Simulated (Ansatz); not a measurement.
Start from SiO₂ in the rutile structure (space group P4_2/mnm, No. 136; a = 4.2361 Å, c = 2.6904 Å). Axes: x, y, z lie along a, b, c of the conventional cell.

Structures relaxed with PBE (Ansatz, a program for electronic structure), spin-orbit coupling left out.

Base:

Simulated powder pattern, Mo Kα, λ = 0.71073 Å (kinematic, ideal powder, no thermal factors, no anomalous dispersion; the 14 strongest lines at most, above 2 %, up to 2θ = 40°):

| 2θ (°) | I/Imax (%) | hkl |
|---|---|---|
| 13.63 | 100 | (110) |
| 18.00 | 25 | (101) |
| 20.45 | 44 | (111) |
| 21.62 | 18 | (210) |
| 26.53 | 71 | (211) |
| 27.45 | 24 | (220) |
| 30.64 | 13 | (002) |
| 30.77 | 7.8 | (310) |
| 33.03 | 35 | (301) |
| 33.67 | 13 | (112) |
| 34.48 | 2.7 | (311) |
| 37.81 | 3.4 | (212) |
| 38.54 | 3.3 | (321) |
| 39.21 | 4.0 | (400) |

The change: the cell is stretched by 3.00 % along z with no lateral relaxation, atoms relaxed at fixed cell.

After the change:

Simulated powder pattern, Mo Kα, λ = 0.71073 Å (kinematic, ideal powder, no thermal factors, no anomalous dispersion; the 14 strongest lines at most, above 2 %, up to 2θ = 40°):

```json
[
 {"2θ (°)": "13.63", "I/Imax (%)": "100", "hkl": "(110)"},
 {"2θ (°)": "17.63", "I/Imax (%)": "27", "hkl": "(101)"},
 {"2θ (°)": "20.12", "I/Imax (%)": "47", "hkl": "(111)"},
 {"2θ (°)": "21.62", "I/Imax (%)": "17", "hkl": "(210)"},
 {"2θ (°)": "26.27", "I/Imax (%)": "74", "hkl": "(211)"},
 {"2θ (°)": "27.45", "I/Imax (%)": "24", "hkl": "(220)"},
 {"2θ (°)": "29.72", "I/Imax (%)": "14", "hkl": "(002)"},
 {"2θ (°)": "30.77", "I/Imax (%)": "7.8", "hkl": "(310)"},
 {"2θ (°)": "32.82", "I/Imax (%)": "50", "hkl": "(301)"},
 {"2θ (°)": "34.27", "I/Imax (%)": "2.8", "hkl": "(311)"},
 {"2θ (°)": "37.05", "I/Imax (%)": "3.7", "hkl": "(212)"},
 {"2θ (°)": "38.36", "I/Imax (%)": "3.3", "hkl": "(321)"},
 {"2θ (°)": "39.21", "I/Imax (%)": "4.0", "hkl": "(400)"}
]
```

The indices refer to the base's conventional cell; one index is shown for lines that coincide.

The cells carry an imposed strain or load. Whether these cells are dynamically stable was not tested.
